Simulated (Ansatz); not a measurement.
The starting structures come from a database of crystals and need not be the phases stable at ambient conditions.

Tunnelling through a barrier is set by its complex band structure: the current falls as exp(−2κd) with the smallest κ.

Consider the following.

```
CELL_PARAMETERS angstrom
      4.24161     0.00000     0.00000
     -2.12080     3.67334     0.00000
      0.00000     0.00000     6.82740
ATOMIC_POSITIONS crystal
  Cd 0.00000 0.00000 0.00000
  I  0.33333 0.66667 0.25344
  I  0.66667 0.33333 0.74656
```

Space group of this cell: P-3m1, CdI2 type. The cell was relaxed by PBE-D3(BJ); by PBEsol its mean pressure is -0.7 GPa.

Transport runs along the normal of the first two printed cell vectors, the (001) plane of the conventional cell.

No gap correction and no spin-orbit coupling; mid-gap values are interpolated between computed energies.

### Question
Estimate the band gap and the smallest decay constant κ at mid-gap that Ansatz (a quantum-chemistry and plane-wave program) with PBEsol returns for this system.

### Answer
Gap 2.23 eV on a 12×12×6 mesh; κ = 0.174 1/Å, at the zone centre.
